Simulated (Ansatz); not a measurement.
Consider W vacancy in hexagonal WC, neutral cell. These are PBE, PAW (plane waves to 420 eV; Ansatz, an electronic-structure program) values and carry that method's errors.

Settings: 54 host sites, the relaxed PBE lattice, a 3×3×3 k-point mesh shifted by half a step along c, smearing 0.10 eV, spin-restricted, no image-charge correction. No zero-point or tunnelling terms. Spin-orbit coupling is left out. Forms of the defect that were not tried may lie lower.

Barriers: single points on a 4×4×4 k-point mesh shifted by half a step along c at the bands' geometries.

Relaxed starting cell (atoms counted from 1):

```
W26C27
1.0
    8.76617     0.00000     0.00000
   -4.38308     7.59172     0.00000
    0.00000     0.00000     8.54017
W C
26 27
Direct
  0.00005   0.00077   0.32469
  0.00005   0.00077   0.67621
  0.00314   0.33213   0.00043
  0.00086   0.33455   0.33383
  0.00086   0.33455   0.66703
  0.00315   0.67250   0.00043
  0.00087   0.66779   0.33384
  0.00087   0.66778   0.66703
  0.32833   0.99766   0.00045
  0.33303   0.99995   0.33384
  0.33302   0.99995   0.66703
  0.32834   0.33215   0.00045
  0.33303   0.33454   0.33385
  0.33303   0.33453   0.66704
  0.33336   0.66744   0.00044
  0.33339   0.66743   0.33328
  0.33339   0.66742   0.66761
  0.66869   0.99767   0.00044
  0.66628   0.99996   0.33385
  0.66626   0.99994   0.66704
  0.66672   0.33411   0.00044
  0.66672   0.33409   0.33382
  0.66672   0.33410   0.66707
  0.66868   0.67248   0.00044
  0.66627   0.66777   0.33385
  0.66626   0.66778   0.66704
  0.11695   0.23455   0.17324
  0.11013   0.22090   0.50043
  0.11691   0.23452   0.82767
  0.10942   0.55545   0.16564
  0.11191   0.55668   0.50042
  0.10938   0.55542   0.83522
  0.11693   0.88389   0.17323
  0.11014   0.89070   0.50043
  0.11691   0.88388   0.82764
  0.44375   0.22261   0.16589
  0.44432   0.22290   0.50045
  0.44372   0.22259   0.83499
  0.44539   0.55545   0.16565
  0.44413   0.55669   0.50045
  0.44538   0.55543   0.83524
  0.44540   0.89142   0.16566
  0.44412   0.88891   0.50045
  0.44536   0.89140   0.83523
  0.77820   0.22261   0.16588
  0.77792   0.22290   0.50044
  0.77820   0.22260   0.83498
  0.77823   0.55709   0.16589
  0.77792   0.55649   0.50044
  0.77821   0.55709   0.83500
  0.76626   0.88387   0.17323
  0.77991   0.89067   0.50043
  0.76628   0.88387   0.82761
```

End state 1 differs by these moves (Å; atoms that move under 0.08 Å are left out):

| atom | element | Δx | Δy | Δz |
|---|---|---|---|---|
| 3 | W | 1.43 | -2.47 | 0.00 |
| 27 | C | 0.07 | -0.13 | 0.00 |
| 29 | C | 0.07 | -0.13 | 0.00 |
| 30 | C | 0.01 | 0.10 | 0.07 |
| 32 | C | 0.01 | 0.10 | -0.06 |
| 33 | C | -0.09 | 0.04 | -0.06 |
| 35 | C | -0.09 | 0.04 | 0.06 |
| 45 | C | -0.08 | -0.04 | 0.06 |
| 47 | C | -0.08 | -0.04 | -0.06 |
| 51 | C | 0.07 | 0.05 | -0.06 |
| 53 | C | 0.07 | 0.05 | 0.06 |

### Question
What is the computed forward and backward barriers to end state 1 (PBE, PAW)?

### Answer
forward 3.87 eV, backward 3.87 eV; at the saddle point atom 3 has neighbours 2 C at 1.97, 4 C at 2.47; W at 2.50 Å. The saddle point's order was not checked, and it lies on a symmetry element of the cell, where a band can be held.

End state 2 differs by these moves (Å; atoms that move under 0.08 Å are left out):

```json
[
 {"atom": "1", "element": "W", "Δx": "0.00", "Δy": "0.00", "Δz": "-2.69"},
 {"atom": "2", "element": "W", "Δx": "0.00", "Δy": "0.00", "Δz": "-0.16"},
 {"atom": "27", "element": "C", "Δx": "0.00", "Δy": "0.00", "Δz": "-0.10"},
 {"atom": "28", "element": "C", "Δx": "0.00", "Δy": "0.10", "Δz": "0.05"},
 {"atom": "29", "element": "C", "Δx": "0.00", "Δy": "-0.10", "Δz": "0.05"},
 {"atom": "33", "element": "C", "Δx": "0.00", "Δy": "0.00", "Δz": "-0.10"},
 {"atom": "34", "element": "C", "Δx": "0.09", "Δy": "-0.05", "Δz": "0.05"},
 {"atom": "35", "element": "C", "Δx": "-0.09", "Δy": "0.05", "Δz": "0.05"},
 {"atom": "51", "element": "C", "Δx": "0.00", "Δy": "0.00", "Δz": "-0.10"},
 {"atom": "52", "element": "C", "Δx": "-0.09", "Δy": "-0.05", "Δz": "0.05"},
 {"atom": "53", "element": "C", "Δx": "0.09", "Δy": "0.05", "Δz": "0.05"}
]
```

### Question
What forward and backward barriers to end state 2 does PBE, PAW give?

### Answer
forward 3.44 eV, backward 3.44 eV; at the saddle point atom 1 has neighbours 3 C at 1.97 Å. The saddle point's order was not checked, and it lies on a symmetry element of the cell, where a band can be held.
